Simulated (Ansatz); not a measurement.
Abridged Ansatz (a first-principles code) output:

```
Relaxation: its limit of steps is 60 (relax.max_steps)
Pseudopotential: Ba, paw, valence charge 10
Crystal: 1 atoms, lattice volume = 58.175 Å³
Basis set: ecut = 420 eV, 1157 PW (Γ), exchange–correlation on 60×60×60 points (8 copies of the dense FFT grid, shifted against one another)
Bands: 9, of which v1, the nominal top of the filled ones, is band 5 counted from 1 (4 counted from 0)
Symmetry: 48 space group operations
k-points: 104 of 2744
Functional: x = pbesol(κ = 0.804, μ = 0.12345679012345678), c = pbesol(β = 0.046)
SCF iter   1: F=—  HF=-5862.614684 eV  |F-HF|=—  |Δ(HF+E_count)|=         —  Δρ=1.81e-3  dr2=1.79e-3  ethr=1.77e-3  ⟨swp⟩=8.1  Hψ=9478  notcnv=0
SCF iter   2: F=—  HF=-5862.614931 eV  |F-HF|=—  |Δ(HF+E_count)|=   2.47e-4  Δρ=1.15e-3  dr2=8.45e-4  ethr=1.79e-5  ⟨swp⟩=2.3  Hψ=2127  notcnv=0
SCF 1 converged in 6 iterations: F = -5862.614970 eV  dr2 = 2.51e-9
relax step   1: F+E_penalty+E_count = -5862.61496952 eV  Δ(F+E_penalty+E_count) = +0.000e0 eV  max|allowed force component| = 0.000e0 eV/Å  Δτ_max = 0.0000 Å  P = -0.008 GPa  Ω = 58.175 Å³  (6 SCF iters, dr2 threshold 1.00e-7 eV, accepted)
[... steps on the carried basis left out ...]
relax step   5: F+E_penalty+E_count = -5862.58805806 eV  Δ(F+E_penalty+E_count) = -1.148e-4 eV  max|allowed force component| = 0.000e0 eV/Å  Δτ_max = 0.0000 Å  P = -0.989 GPa  Ω = 66.156 Å³  stress off target by 1.10e-2 GPa  SCF on the basis re-selected at this cell (its energy is not comparable with the rows above)  (5 SCF iters)
SCF converged after 5 iterations
Free energy (F): -5862.588058 eV
Internal energy: -5862.577942 eV  (E = F + TS)
E sigma→0 (E₀):  -5862.583000 eV
Entropy (-TS):   -0.010116 eV (-10.116 meV/atom)
Fermi energy:    5.361392 eV
--- Forces (eV/Å), atoms counted from 1 ---
  atom   1  Ba     0.00000000    -0.00000000     0.00000000
--- Stress (GPa, compression-positive) ---
       -0.988977      -0.000000       0.000000
       -0.000000      -0.988977       0.000000
       -0.000000      -0.000000      -0.988977
  P = ⅓ Tr σ = -0.9890 GPa (-9.890 kbar)
--- Relaxed structure (4 steps of the walk, 4 accepted, 1 SCFs on fresh bases) ---
  cell:  # Å, volume = 66.1559 Å³
    - [-2.547824004811881, 2.547824004811881, 2.547824004811881]
    - [2.547824004811881, -2.547824004811881, 2.547824004811881]
    - [2.547824004811881, 2.547824004811881, -2.547824004811881]
  atoms:
    - { symbol: Ba, position: [0.0, 0.0, 0.0] }
```

Q: What was computed, and what are the main results?

A: Ba, 1 atom in the cell, with PBEsol (Ansatz), spin-orbit coupling left out, from a series relaxed to a target (pressure −1 GPa). The last SCF converged to F = -5862.588058 eV, or -5862.5881 eV per atom, at a pressure of -0.99 GPa. The total energy compares only with runs of the same code, potentials and settings.

Load acts through the strain it causes; cell and atoms are relaxed under it. No phonon test of stability was made. The cell was made from Ba in the bcc (W type) structure (space group Im-3m, No. 229) by this change: pressure −1 GPa.

Keys are those of Ansatz 0.2.
